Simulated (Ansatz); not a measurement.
We consider TiBr3 (P-1, No. 2), described by r²SCAN-D4 (Ansatz, a quantum-chemistry and plane-wave program, PAW).

Numerical settings: plane-wave cutoff 500 eV, 8×8×6 k mesh (along the axes of the cell as run), gaussian smearing 0.02 eV, spin-polarised start, scalar-relativistic PAW data made under PBE.

Cell (relaxed at this level):

TiBr3 is modelled in the triclinic space group P-1 (No. 2), Pearson symbol aP8. Lattice parameters: a = 6.4584 Å, b = 6.5911 Å, c = 7.2693 Å, α = 63.72°, β = 64.14°, γ = 60.67°. Ti on 2i has 6 Br at 2.532–2.648 Å (octahedral). Br1 on 2i is surrounded by 2 Ti at 2.574 Å (bent). Br2 on 2i has 2 Ti at 2.533–2.648 Å (bent). Br3 on 2i is coordinated by 2 Ti at 2.532–2.647 Å (bent). (Neighbours: up to the widest gap in distance over summed covalent radii, below 1.35, at either atom; cation-cation and far metal-metal contacts left out.)

Q: What does this level give for the band gap?

A: 
- band gap = 0.53 eV (on the SCF k mesh)

Note: the magnetic order was assumed, not searched for or taken from measurement.

Spin–orbit coupling is not included.

Static lattice: no zero-point or thermal effects.
